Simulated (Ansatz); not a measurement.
The parent structure is Na in the bcc (W type) structure (space group Im-3m, No. 229; a = 4.2233 Å). Axes: x, y, z lie along the cube axes.

Calculations: DFT with r2SCAN, PAW potentials and a 500 eV plane-wave cutoff in Ansatz (an electronic-structure program), scalar-relativistic without spin-orbit coupling.

Before the change:

Shortest interatomic distance: 3.657 Å

Now apply this change: a free-standing slab of 7 layers (7 atoms, 1 a layer) is cut normal to [110], with 15 Å of vacuum and the in-plane cell held at bulk.

Task: Estimate the effect on the shortest interatomic distance.

Result: The shortest interatomic distance decreases by 0.070 Å (3.657 Å → 3.587 Å).

Task: Estimate the effect on the excess energy per area of both faces.

Result: The excess energy per area of both faces (slab less bulk energy over the cell's area: twice a surface energy) is 0.5 J/m² (uncertain by up to 0.09 J/m²).

The excess energy carries the mismatch between the slab's and the bulk's meshes. Whether these cells are dynamically stable was not tested.
